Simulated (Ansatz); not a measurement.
# Response to strain in Ag

Base system: Ag in the fcc (Cu type) structure (space group Fm-3m, No. 225; a = 4.104 Å; relaxed with 0.1 eV smearing). Axes: x, y, z lie along the cube axes.

Strains are applied to the cell and any free atomic positions relax.

Calculations: r2SCAN in Ansatz (plane waves to 500 eV, PAW, no spin-orbit coupling).

Notes on the quantities. pressure: mean of the normal stresses, compression positive; energy relative to the base: free energy F.

| variant | volume per atom | pressure | energy relative to the base |
|---|---|---|---|
| base | 17.28 Å³ | 0.0 GPa | 0 meV/atom |
| uniaxial strain ε_zz = +0.50 % | 17.37 Å³ | -0.5 GPa | +0.2 meV/atom |
| uniaxial strain ε_zz = +1.00 % | 17.46 Å³ | -1.0 GPa | +0.7 meV/atom |
| uniaxial strain ε_zz = +1.50 % | 17.54 Å³ | -1.5 GPa | +1.5 meV/atom |
| uniaxial strain ε_zz = +2.00 % | 17.63 Å³ | -1.9 GPa | +2.6 meV/atom |
| uniaxial strain ε_zz = +2.50 % | 17.72 Å³ | -2.3 GPa | +4.0 meV/atom |
| uniaxial strain ε_zz = +3.00 % | 17.80 Å³ | -2.8 GPa | +5.7 meV/atom |

Whether these cells are dynamically stable was not tested.

Ansatz is a program for electronic structure.
